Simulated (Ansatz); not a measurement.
Start from NaCl in the rock salt structure (space group Fm-3m, No. 225; a = 5.6015 Å). Axes: x, y, z lie along the cube axes.

The values are results of PBEsol, PAW, 420 eV (Ansatz, a first-principles code; without spin-orbit coupling), not measurements.

Strains are applied to the cell and any free atomic positions relax.

One change was made to it. Results:

| quantity | base | after |
|---|---|---|
| energy relative to the base (free energy F) | 0 meV/atom | +0.1 meV/atom |
| band gap | 5.01 eV | 5.03 eV |
| gap character | direct at Γ | direct at Γ |
| electron mass | 0.39 mₑ (at Γ) | 0.39 mₑ (at Γ) |

Task: What was done to the base?
A. uniaxial strain ε_zz = +2.00 %
B. uniaxial strain ε_zz = −0.50 %
C. uniaxial strain ε_zz = −2.50 %
D. uniaxial strain ε_zz = −3.00 %
E. uniaxial strain ε_zz = +2.50 %

Result: B, uniaxial strain ε_zz = −0.50 %. For comparison, the band gap in the other runs: uniaxial strain ε_zz = +2.50 % gives 4.91 eV; uniaxial strain ε_zz = −2.50 % gives 5.10 eV; uniaxial strain ε_zz = −3.00 % gives 5.12 eV; uniaxial strain ε_zz = +2.00 % gives 4.93 eV.

Masses are band curvatures over ±0.01 Å⁻¹ around the edge. Stability against distortions was not tested. Labels are those of the standard path for the cell's own space group.
